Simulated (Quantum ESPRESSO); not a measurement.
Quantum ESPRESSO run on La₃Pb (Pm-3m, 4 atoms in the cell): self-consistent single point.

Computed with LDA (PZ), GBRV 1.5 ultrasoft (LDA) pseudopotentials (plane waves; Quantum ESPRESSO).

```
CELL_PARAMETERS angstrom
      5.03375     0.00000     0.00000
      0.00000     5.03375     0.00000
      0.00000     0.00000     5.03375
ATOMIC_POSITIONS crystal
  La 0.50000 0.50000 0.00000
  La 0.00000 0.50000 0.50000
  La 0.50000 0.00000 0.50000
  Pb 0.00000 0.00000 0.00000
```

Reference input (self-consistent single point, DFT, PBEsol, plane waves, GBRV 1.5 ultrasoft (PBESOL) pseudopotentials): ecutwfc = 40 Ry; ecutrho = 200 Ry; occupations = smearing; smearing = fd; degauss = 0.0073499 Ry; potentials = {La: la_pbesol_v1.uspp.F.UPF, Pb: pb_pbesol_v1.uspp.F.UPF}; K_POINTS = automatic 9 9 9 0 0 0; conv_thr = 1e-10 Ry; mixing_beta = 0.5. This run's input differs from it in these lines:

```diff
@@ -23,4 +23,4 @@
 ATOMIC_SPECIES
-La   138.9055  la_pbesol_v1.uspp.F.UPF
-Pb   207.2000  pb_pbesol_v1.uspp.F.UPF
+La   138.9055  la_lda_v1.uspp.F.UPF
+Pb   207.2000  pb_lda_v1.uspp.F.UPF
 ATOMIC_POSITIONS {angstrom}
```

Log, with long lists cut:

```
     Self-consistent Calculation

     iteration #  1     ecut=    40.00 Ry     beta= 0.50

     Threshold (ethr) on eigenvalues was too large:
     Diagonalizing with lowered threshold

     negative rho (up, down):  2.235E-01 0.000E+00

     total energy              =    -470.75873322 Ry
     estimated scf accuracy    <       0.12506127 Ry

     iteration #  2     ecut=    40.00 Ry     beta= 0.50

     negative rho (up, down):  2.128E-01 0.000E+00

     total energy              =    -470.79491108 Ry
     estimated scf accuracy    <       0.02725705 Ry

     iteration #  3     ecut=    40.00 Ry     beta= 0.50

     negative rho (up, down):  1.975E-01 0.000E+00

     total energy              =    -470.79880057 Ry
     estimated scf accuracy    <       0.00159774 Ry

   [... 10 blocks of this kind left out ...]

     iteration # 14     ecut=    40.00 Ry     beta= 0.50

     negative rho (up, down):  1.920E-01 0.000E+00

     total energy              =    -470.79974665 Ry
     estimated scf accuracy    <          1.2E-09 Ry

     iteration # 15     ecut=    40.00 Ry     beta= 0.50

     negative rho (up, down):  1.920E-01 0.000E+00
     End of self-consistent calculation

     the Fermi energy is    12.3967 ev

!    total energy              =    -470.79974665 Ry
     estimated scf accuracy    <          9.7E-11 Ry
     smearing contrib. (-TS)   =      -0.01204402 Ry
     internal energy E=F+TS    =    -470.78770262 Ry

     convergence has been achieved in  15 iterations

     negative rho (up, down):  1.920E-01 0.000E+00

     Forces acting on atoms (cartesian axes, Ry/au):

     atom    1 type  1   force =     0.00000000    0.00000000    0.00000000
   [... zero for the other atoms too ...]

     Total force =     0.000000     Total SCF correction =     0.000000

     negative rho (up, down):  1.920E-01 0.000E+00
          total   stress  (Ry/bohr**3)                   (kbar)     P=      -26.60
  -0.00018081   0.00000000   0.00000000          -26.60        0.00        0.00
   0.00000000  -0.00018081   0.00000000            0.00      -26.60        0.00
   0.00000000   0.00000000  -0.00018081            0.00        0.00      -26.60

   JOB DONE.
```

The run converged in 15 iterations. Against the reference run the pressure goes from -1.10 to -2.66 GPa. The full log also holds: “c_bands:  1 eigenvalues not converged”.

The starting cell comes from a database of computed structures (which also holds hypothetical and non-ambient phases and stackings), without a prior relaxation at this level. Its lattice was rescaled by a random factor within 2.5 % of one. Spin-orbit coupling is off.

Cost on one core of a shared machine: roughly 4 min.
